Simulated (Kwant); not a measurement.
System: six-terminal Hall bar in a Ge (holes) two-dimensional gas. Effective mass 0.06 mₑ, grid spacing 7.7 nm, hard walls, nominal width 200 nm (25 grid rows, so walls 200.2 nm apart), one parabolic valley, scattering region 520 nm long along x; energies count from the band bottom; Fermi energy swept from 0.001145 to 0.00916 eV. Four side probes 100 nm wide, two on each edge; current runs along x; the sign of the Hall resistance is a convention. Perpendicular field 1.1 T, also in the leads; orbital effect alone.

The device is made up for the run: typed textbook-type constants, with dimensions and the other settings drawn at random.

Model: effective-mass tight-binding model on a square grid, one spin, coherent transport at 0 K (Kwant). Resistances are in h/e².

**Question.** How many Landau levels lie under the Fermi energy, and what Hall resistance follows, at 1.55 meV and 1.10 T; 2.23 meV and 1.10 T; 4.27 meV and 1.10 T; 8.34 meV and 1.10 T?

**Answer.** ħωc = ħeB/m = 1.93 meV a tesla; levels lie at (n + ½)ħωc. E/ħωc = 0.73 gives 1 level and h/(1e²) = 1.000; simulated 1.000. E/ħωc = 1.05 gives 1 level and h/(1e²) = 1.000; simulated 1.000. E/ħωc = 2.01 gives 2 levels and h/(2e²) = 0.500; simulated 0.500. E/ħωc = 3.93 gives 4 levels and h/(4e²) = 0.250; simulated 0.250.
